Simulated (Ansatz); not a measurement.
For GaP (model structure, started from the NiAs type, P6₃/mmc, No. 194, 4 atoms in the cell), PBEsol in Ansatz (plane waves, PAW) gives:

- equilibrium lattice constant a: 3.557 Å
- c axis length: 6.073 Å
- cohesive energy: 3.51 eV/atom

Task: What does r²SCAN+rVV10 in Ansatz (plane waves, PAW) give for the same quantities?

Result: 
- lattice constant a: 3.583 Å (goes up by 0.7 %)
- lattice parameter c: 6.030 Å (falls by 0.7 %)
- cohesive energy: 3.30 eV/atom (falls by 0.21 eV/atom)

Changes are worked out from the printed values.

Unless a cell is named, each level is at its own relaxed cell (PBEsol 16.63, r²SCAN+rVV10 16.76 Å³/atom).

Ansatz's density-functional and Hartree–Fock values are scalar-relativistic unless marked +SOC, with PAW data made under PBE.

A model structure was made by putting elements into a prototype or built by hand; it is no filed structure, need not be a known phase, and can be a saddle point held by its symmetry.

Ansatz is a program for electronic structure.
